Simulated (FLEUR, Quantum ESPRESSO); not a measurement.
A Quantum ESPRESSO input for a self-consistent single point of GaTc (P-6m2, 2 atoms in the cell) (DFT, LDA (PW92), plane waves, PseudoDojo standard norm-conserving (LDA) pseudopotentials):

```fortran
&control
  calculation = 'scf',
  prefix = 'pwscf',
  outdir = './out',
  pseudo_dir = './',
  verbosity = 'high',
  tprnfor = .true.,
  tstress = .true.,
/
&system
  ibrav = 0,
  nat = 2,
  ntyp = 2,
  ecutwfc = 90,
  occupations = 'smearing',
  smearing = 'fermi-dirac',
  degauss = 0.0099958,
/
&electrons
  conv_thr = 1.0e-11,
/
ATOMIC_SPECIES
Ga    69.7230  Ga.upf
Tc    97.9072  Tc.upf
CELL_PARAMETERS angstrom
   2.8337116657     0.0000000000     0.0000000000
  -1.4168558329     2.4540662895     0.0000000000
   0.0000000000     0.0000000000     4.0404190000
ATOMIC_POSITIONS crystal
Ga    0.6666666667    0.3333333333    0.5000000000
Tc    0.3333333333    0.6666666667    0.0000000000
K_POINTS automatic
11 11 7  0 0 0
```

Question: Write the same calculation as an input for FLEUR.

Answer: This is the input that was run; spellings and numerical settings could be chosen otherwise.

Input of the input generator:

```
scf GaTc
&input film=f /
5.3549389643 0.0000001466 0.0000000000
-2.6774696091 4.6375131055 0.0000000000
0.0000000000 0.0000000000 7.6352853387
1.0
1.0 1.0 1.0

2
31 0.6666666667 0.3333333333 0.5000000000
43 0.3333333333 0.6666666667 -0.0000000000

&comp jspins=1 /
&exco xctyp='pz' /
&kpt div1=11 div2=11 div3=7 /
&end /
```

```xml
<?xml version="1.0" encoding="UTF-8" standalone="no"?>
<fleurInput fleurInputVersion="0.39">
   <comment>
      scf GaTc                                                                                            
   </comment>
   <calculationSetup>
      <cutoffs Kmax="3.4" Gmax="13.6" GmaxXC="13.6" numbands="0"/>
      <scfLoop itmax="100" minDistance="0.00001" maxIterBroyd="15" imix="Anderson" alpha="0.05" precondParam="0.0" spinf="2.0"/>
      <coreElectrons ctail="T" frcor="F" kcrel="0" coretail_lmax="0"/>
      <xcFunctional name="pz" relativisticCorrections="F"/>
      <magnetism jspins="1"/>
      <soc l_soc="F" theta="0.0" phi="0.0" spav="F"/>
      <expertModes spex="0" secvar="F"/>
      <geometryOptimization l_f="T" forcealpha="1.0" forcemix="BFGS" epsdisp="0.00001" epsforce="0.00001"/>
      <ldaU l_linMix="F" mixParam="0.05" spinf="1.0"/>
   </calculationSetup>
   <cell>
      <bzIntegration valenceElectrons="28.0" mode="hist" fermiSmearingEnergy="0.00499791">
         <kPointListSelection listName="default-1"/>
         <!-- k-points included here -->
         <xi:include xmlns:xi="http://www.w3.org/2001/XInclude" href="kpts.xml"> </xi:include>
      </bzIntegration>
      <!-- symmetry operations included here -->
      <xi:include xmlns:xi="http://www.w3.org/2001/XInclude" href="sym.xml"> </xi:include>
      <bulkLattice scale="1.0">
         <bravaisMatrix>
            <row-1>    5.3549389642999996     0.0000001466000000     0.0000000000000000</row-1>
            <row-2>   -2.6774696091000001     4.6375131055000001     0.0000000000000000</row-2>
            <row-3>    0.0000000000000000     0.0000000000000000     7.6352853387000001</row-3>
         </bravaisMatrix>
      </bulkLattice>
   </cell>
   <atomSpecies>
      <species name="Gallium (Ga)" element="Ga" atomicNumber="31">
         <mtSphere radius="2.29" gridPoints="791" logIncrement="0.016"/>
         <atomicCutoffs lmax="8" lnonsphr="6"/>
         <electronConfig flipSpins="F">
            <coreConfig>(1s1/2) (2s1/2) (2p1/2) (2p3/2) (3s1/2) (3p1/2) (3p3/2)</coreConfig>
            <valenceConfig>(4s1/2) (3d3/2) (3d5/2) (4p1/2) (4p3/2)</valenceConfig>
            <stateOccupation state="(4p1/2)" spinUp="0.1666666666667" spinDown="0.1666666666667"/>
            <stateOccupation state="(4p3/2)" spinUp="0.3333333333333" spinDown="0.3333333333333"/>
         </electronConfig>
         <energyParameters s="4" p="4" d="3" f="4"/>
         <lo type="HELO" l="2" n="4" eDeriv="0"/>
      </species>
      <species name="Technetium (Tc)" element="Tc" atomicNumber="43">
         <mtSphere radius="2.29" gridPoints="791" logIncrement="0.016"/>
         <atomicCutoffs lmax="8" lnonsphr="6"/>
         <electronConfig flipSpins="F">
            <coreConfig>(1s1/2) (2s1/2) (2p1/2) (2p3/2) (3s1/2) (3p1/2) (3p3/2) (3d3/2) (3d5/2)</coreConfig>
            <valenceConfig>(4s1/2) (4p1/2) (4p3/2) (5s1/2) (4d3/2) (4d5/2)</valenceConfig>
            <stateOccupation state="(4d3/2)" spinUp="1.0" spinDown="1.0"/>
            <stateOccupation state="(4d5/2)" spinUp="1.5" spinDown="1.5"/>
         </electronConfig>
         <energyParameters s="5" p="5" d="4" f="4"/>
         <lo type="SCLO" l="0" n="4" eDeriv="0"/>
         <lo type="SCLO" l="1" n="4" eDeriv="0"/>
      </species>
   </atomSpecies>
   <atomGroups>
      <atomGroup species="Gallium (Ga)">
         <relPos label="                   1">-1.000/3.000 1.000/3.000 1.000/2.000</relPos>
         <force calculate="T" relaxXYZ="TTT"/>
      </atomGroup>
      <atomGroup species="Technetium (Tc)">
         <relPos label="                   2">1.000/3.000 -1.000/3.000 .0000000000</relPos>
         <force calculate="T" relaxXYZ="TTT"/>
      </atomGroup>
   </atomGroups>
   <output dos="F" band="F" slice="F">
      <checks vchk="F" cdinf="F"/>
      <bandDOS minEnergy="-.5*Htr" maxEnergy="0.5*Htr" sigma="0.015" storeEVData="T"/>
      <vacuumDOS vacdos="F" integ="F" star="F" nstars="0" locx1="0.0" locy1="0.0" locx2="0.0" locy2="0.0" nstm="0" tworkf="0.0"/>
      <unfoldingBand unfoldBand="F" supercellX="1" supercellY="1" supercellZ="1"/>
      <plotting iplot="0" polar="F">
         <plot TwoD="T" vec1="  1.0  0.0  0.0" vec2="  0.0  1.0  0.0" vec3="  0.0  0.0  1.0" zero="  0.0  0.0  0.0" file="plot"/>
      </plotting>
      <chargeDensitySlicing numkpt="0" minEigenval="0.0" maxEigenval="0.0" nnne="0" pallst="F"/>
      <specialOutput eonly="F"/>
      <magneticCircularDichroism mcd="F" energyLo="-10.0" energyUp="0.0"/>
   </output>
  <!-- We include the file relax.xml here to enable relaxations (see documentation) -->
  <xi:include xmlns:xi="http://www.w3.org/2001/XInclude" href="relax.xml"> <xi:fallback/> </xi:include>
</fleurInput>
```

Basis, cutoffs, solver keys and any potentials are the target program's own. This input uses DFT, LDA (Perdew-Zunger), all-electron FLAPW (FLEUR), scalar-relativistic valence. LDA parametrisations can differ slightly between programs.

The starting cell comes from a database of computed structures (which also holds hypothetical and non-ambient phases and stackings), without a prior relaxation at this level. Its lattice was rescaled by a random factor within 2.5 % of one.
